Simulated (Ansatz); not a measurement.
Take MgSe in the rock salt structure (space group Fm-3m, No. 225; a = 5.391 Å) as the base. Axes: x, y, z lie along the cube axes.

Calculations: LDA (Ansatz, an electronic-structure program), without spin-orbit coupling.

Base values:

```
Quantity                                     Value
-----------------------------  -------------------
Shortest interatomic distance              2.696 Å
Valence-band top at Γ          0.00, 0.00, 0.00 eV
```

The change: tensile biaxial strain of 0.83 % in the plane normal to [111], as in epitaxy on a mismatched substrate; the out-of-plane cell vector and the atoms relax.

Q: What does the calculation give for the shortest interatomic distance after the change?

A: The shortest interatomic distance rises by 0.0106 Å to 2.706 Å.

Q: Estimate the effect on the valence-band top at Γ.

A: The valence-band top at Γ (three highest levels, from the VBM) goes from 0.00, 0.00, 0.00 eV to 0.00, -0.13, -0.13 eV.

Q: Estimate the effect on the out-of-plane strain.

A: The out-of-plane strain amounts to -0.49 %.

Q: What happens to the in-plane stress?

A: The mean in-plane stress (compression positive) is -1.2 GPa.

The levels and masses belong to the bands next to the band gap. Stability against distortions was not tested.
